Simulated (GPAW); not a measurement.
GPAW run on TiClO (P1, 6 atoms in the cell): self-consistent single point.

Computed with PBEsol, GPAW PAW datasets PBEsol (made by gpaw-setup) (plane waves; GPAW).

The change in words: atoms moved at random. Reference geometry:
```xyz
6
Lattice="3.2689 0.0000 0.0000 0.0000 3.9745 0.0000 0.0000 0.0000 8.2096" Properties=species:S:1:pos:R:3 pbc="T T T"
Ti     1.6345     0.0000     0.8445
Ti     0.0000     1.9872     7.3651
Cl     1.6345     1.9872     5.5913
Cl     0.0000     0.0000     2.6183
O      0.0000     0.0000     7.6985
O      1.6345     1.9872     0.5110
```
Moments meant for the start (each program seeds them in its own way; μB, in the order of the atoms Ti Ti Cl Cl O O): 1.0 1.0 0.0 0.0 0.0 0.0.

Reference input (self-consistent single point, DFT PBEsol, plane waves, GPAW PAW datasets PBEsol (made by gpaw-setup)): spinpol = true; mode = pw; ecut = 900 eV; xc = PBEsol; kpts = 5 5 2; mesh shift (steps) = 0 0 0; occupations.name = fermi-dirac; occupations.width = 0.136 eV; nbands = -10; convergence.forces = 0.001 eV/Å; symmetry.symmorphic = false; symmetry.tolerance = 0.0005. This run's input differs from it in these lines:

```diff
@@ -8,8 +8,8 @@
                     [0.000000, 0.000000, 8.209570]],
-              scaled_positions=[[0.500000, 0.000000, 0.102870],
-                                [0.000000, 0.500000, 0.897130],
-                                [0.500000, 0.500000, 0.681070],
-                                [0.000000, 0.000000, 0.318930],
-                                [0.000000, 0.000000, 0.937750],
-                                [0.500000, 0.500000, 0.062250]],
+              scaled_positions=[[0.504428, 0.012384, 0.105340],
+                                [-0.009793, 0.511159, 0.897239],
+                                [0.515741, 0.498505, 0.687824],
+                                [0.017135, -0.024004, 0.315675],
+                                [-0.011522, 0.000971, 0.938430],
+                                [0.484012, 0.500984, 0.055492]],
               pbc=True)
```

The program printed (abridged):

```
     iter     time        total  log10-change:         magmom
                         energy   eigst   dens  force
iter:   1 --:--:--   -46.768744                          +2.0008
iter:   2 --:--:--   -45.717249   -0.91  -1.13           +1.5134
iter:   3 --:--:--   -43.226944   -0.89  -1.18           +1.1361
iter:   4 --:--:--   -43.265940   -2.26  -1.46           +1.1452
iter:   5 --:--:--   -43.198897   -1.84  -1.49           +1.1293
iter:   6 --:--:--   -43.196366   -2.37  -2.07           +1.1432
iter:   7 --:--:--   -43.184864c  -2.43  -2.16           +1.1072
iter:   8 --:--:--   -43.169222   -2.69  -2.14           +1.0878
   [... lines left out ...]
iter: 100 --:--:--   -43.178238c  -5.98  -4.11c          +1.4075

Did not converge!

Here are some tips:

1) Make sure the geometry and spin-state is physically sound.
2) Use less aggressive density mixing.
3) Solve the eigenvalue problem more accurately at each scf-step.
4) Use a smoother distribution function for the occupation numbers.
5) Try adding more empty states.
6) Use enough k-points.
7) Don't let your structure optimization algorithm take too large steps.
8) Solve the Poisson equation more accurately.
9) Better initial guess for the wave functions.

See details here:

    https://gpaw.readthedocs.io/documentation/convergence.html
Traceback (most recent call last):
   [... frames left out ...]
gpaw.KohnShamConvergenceError: Did not converge!  See text output for help.
```

The run ended unconverged after 100 iterations. 

The starting cell comes from a database of computed structures (which also holds hypothetical and non-ambient phases and stackings), without a prior relaxation at this level. For this run, on top of that: atoms moved at random.

Cost on one core of a shared machine: roughly 20 min.
